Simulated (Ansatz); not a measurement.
# Effective masses and thermopower of BN (F-43m)

Data:

```
CELL_PARAMETERS angstrom
      0.00000     1.80255     1.80255
      1.80255     0.00000     1.80255
      1.80255     1.80255     0.00000
ATOMIC_POSITIONS crystal
  B  0.00000 0.00000 0.00000
  N  0.75000 0.75000 0.75000
```

Calculation: r2SCAN, rigid bands (plane waves, PAW, scalar-relativistic; Ansatz, a first-principles code). Condition of this run: functional r2SCAN on the same cell. Geometry: cell and atoms relaxed with PBEsol.

- band gap = 5.00 eV
- electron conductivity mass (300 K, dilute) = 0.38 mₑ
- hole conductivity mass (300 K, dilute) = 0.67 mₑ
- effective density of states N_c (300 K) = 2.2e19 cm⁻³
- effective density of states N_v (300 K) = 8.3e19 cm⁻³
- density-of-states mass, electrons = 0.90 mₑ
- density-of-states mass, holes = 2.2 mₑ
- Seebeck coefficient, n-type 1e19 cm⁻³, 300 K = -281 μV/K
- best n-type power factor at 300 K for τ = 10 fs (best axis; densities from 1e16 to 1e21 cm⁻³ tried, whether or not they can be reached) = 9.0 μW/(cm·K²) at 1e20 cm⁻³
- Seebeck coefficient, p-type 1e19 cm⁻³, 300 K = 395 μV/K
- best p-type power factor at 300 K for τ = 10 fs (best axis; densities from 1e16 to 1e21 cm⁻³ tried, whether or not they can be reached) = 19.5 μW/(cm·K²) at 3e20 cm⁻³

Rigid bands; masses and Seebeck coefficients take one relaxation time τ for all states and one kind of carrier; polarons and phonon drag are left out. Spin-orbit coupling is left out. Geometry: cell and atoms relaxed with PBEsol.
